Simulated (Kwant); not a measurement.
Device: wire with a row of barriers in a Si two-dimensional gas. Effective mass 0.19 mₑ, grid spacing 5 nm, hard walls, nominal width 100 nm (19 grid rows, so walls 100 nm apart), one parabolic valley, scattering region 500 nm long along x; energies count from the band bottom; Fermi energy swept from 0.00015833 to 0.0018802 eV. 2 barrier(s) across the wire, height 0.0051 eV, thickness 20 nm (about 4 grid columns), spaced by 40 nm.

The device is made up for the run: typed textbook-type constants, with dimensions and the other settings drawn at random.

Kwant, effective-mass tight-binding model on a square grid, one spin, coherent transport at 0 K. Conductance is in e²/h.

Question: How many channels do the leads carry at E = 1.08, 1.30 meV?

Answer: The hard-wall thresholds are n² ħ²π²/(2mW²) = n² × 0.198 meV with W = 100 nm. √(1.08/0.198) = 2.33, so 2. √(1.30/0.198) = 2.56, so 2.
